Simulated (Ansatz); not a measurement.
WGe$_{2}$ (space group Fm-3m, No. 225; a hypothetical phase, not in the database extracts checked)

```cif
data_Ge8W4
_chemical_formula_sum 'W4 Ge8'
_space_group_name_H-M_alt 'Fm-3m'
_space_group_IT_number 225
_space_group_name_Hall '-F 4 2 3'
_cell_length_a 6.12632
_cell_length_b 6.12632
_cell_length_c 6.12632
_cell_angle_alpha 90.000
_cell_angle_beta 90.000
_cell_angle_gamma 90.000
loop_
_atom_site_label
_atom_site_type_symbol
_atom_site_symmetry_multiplicity
_atom_site_Wyckoff_symbol
_atom_site_fract_x
_atom_site_fract_y
_atom_site_fract_z
_atom_site_occupancy
W1 W 4 a 0.00000 0.00000 0.00000 1
Ge1 Ge 8 c 0.25000 0.25000 0.25000 1
```
(The calculation used a cell of 3 atoms; values per cell refer to that cell.)

All numbers come from plane-wave PAW DFT at the PBE level (Ansatz, a program for electronic structure, 420 eV), scalar-relativistic without spin-orbit coupling. Settings: 13×13×13 k-points, 0.05 eV Fermi–Dirac smearing.

| Quantity | Value |
|---|---|
| Volume per atom | 19.16 Å³ |
| Density | 9.51 g/cm³ |
| Band gap | zero |
| Total energy | -6324.229 eV/atom (σ→0; compares only within this code and set-up) |

No phonon test of stability was made. All final runs are without spin polarisation. WGe2 has a high density of states at the Fermi level and may be magnetic at this level.
